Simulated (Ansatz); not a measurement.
The parent structure is Au in the fcc (Cu type) structure (space group Fm-3m, No. 225; a = 4.083 Å; relaxed with 0.1 eV smearing). Axes: x, y, z lie along the cube axes.

Method: Ansatz (a first-principles code), PBEsol, PAW, cutoff 420 eV, spin-orbit coupling left out.

Strains are applied to the cell and any free atomic positions relax.

One change was made to it. Results:

```json
[
 {"quantity": "energy relative to the base (free energy F)", "base": "0 meV/atom", "after": "+0.3 meV/atom"},
 {"quantity": "shortest interatomic distance", "base": "5.456 bohr", "after": "5.442 bohr"}
]
```

**Question.** Which change produced these results?
A) uniaxial strain ε_zz = +3.00 %
B) uniaxial strain ε_zz = +1.50 %
C) uniaxial strain ε_zz = −2.50 %
D) uniaxial strain ε_zz = −0.50 %
E) uniaxial strain ε_zz = −3.00 %

**Answer.** D, uniaxial strain ε_zz = −0.50 %. For comparison, the energy relative to the base in the other runs: uniaxial strain ε_zz = +3.00 % gives +8.7 meV/atom; uniaxial strain ε_zz = +1.50 % gives +2.3 meV/atom; uniaxial strain ε_zz = −2.50 % gives +6.9 meV/atom; uniaxial strain ε_zz = −3.00 % gives +10 meV/atom.

Stability against distortions was not tested.
